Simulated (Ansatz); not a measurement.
Start from YN in the rock salt structure (space group Fm-3m, No. 225; a = 4.856 Å).

The values are results of PBEsol in Ansatz (plane waves to 420 eV, PAW, no SOC), not measurements.

Before the change:

| Property | Value |
|---|---|
| Band gap | 0.08 eV |
| Volume per atom | 14.31 Å³ |

Now apply this change: a hydrostatic pressure of 30 GPa.

Task: What happens to the band gap and volume per atom?

Result: The band gap becomes zero (base: 0.08 eV); the volume per atom shrinks by 1.78 Å³ (14.31 Å³ → 12.53 Å³).

The mesh was chosen for an insulator and is coarse for the gapless case. Load acts through the strain it causes; cell and atoms are relaxed under it. No phonon test of stability was made. No other phases were tried under pressure. The final runs are not spin-polarised. A zero or small gap of YN can be the functional's error rather than a property of the material.

Ansatz is a first-principles code.
